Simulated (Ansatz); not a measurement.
**PbSe under a change: uniaxial strain ε_zz = +2.50 %**

Base system: PbSe in the rock salt structure (space group Fm-3m, No. 225; a = 6.102 Å). Axes: x, y, z lie along the cube axes.

Perturbation: the cell is stretched by 2.50 % along z with no lateral relaxation, atoms relaxed at fixed cell.

All numbers come from PBEsol/PAW in Ansatz (an electronic-structure program), without spin-orbit coupling. k-mesh 9×9×9 (Γ-centred); smearing 0.05 eV (Fermi–Dirac).

```tsv
quantity	base	changed	shift
volume per atom	28.39 Å³	29.10 Å³	+0.71 Å³
space group	Fm-3m (No. 225)	I4/mmm (No. 139)	–
energy relative to the base (free energy F)	0 meV/atom	+6.9 meV/atom	+6.9 meV/atom
pressure (mean of the normal stresses, compression positive)	0.00 GPa	-1.16 GPa	-1.16 GPa
band gap	0.17 eV	0.23 eV	+0.066 eV
gap character	–	direct at N	–
valley order (the lowest conduction-band minima on the path, energy above the VBM, named in the base's zone)	L along ⟨111⟩ 0.17 eV; a point along ⟨110⟩, about 0.6 Å⁻¹ from Γ 1.03 eV	L along [1-11] 0.23 eV; a point along [1-10], about 0.6 Å⁻¹ from Γ 1.08 eV	–
stress (xx, yy, zz, yz, xz, xy; compression positive)	–	(-0.28, -0.28, -2.93, 0.00, 0.00, 0.00) GPa	–
```

Final structure:

```xyz
2
Lattice="0.0000 3.0508 3.1271 3.0508 0.0000 3.1271 3.0508 3.0508 0.0000" Properties=species:S:1:pos:R:3 pbc="T T T"
Pb     0.0000     0.0000     0.0000
Se     3.0508     3.0508     3.1271
```

Spin-orbit coupling, missing from the scalar runs, can matter with Pb. Whether these cells are dynamically stable was not tested. The zero or small gap of PbSe can change with the level of theory. Labels are those of the standard path for the cell's own space group.
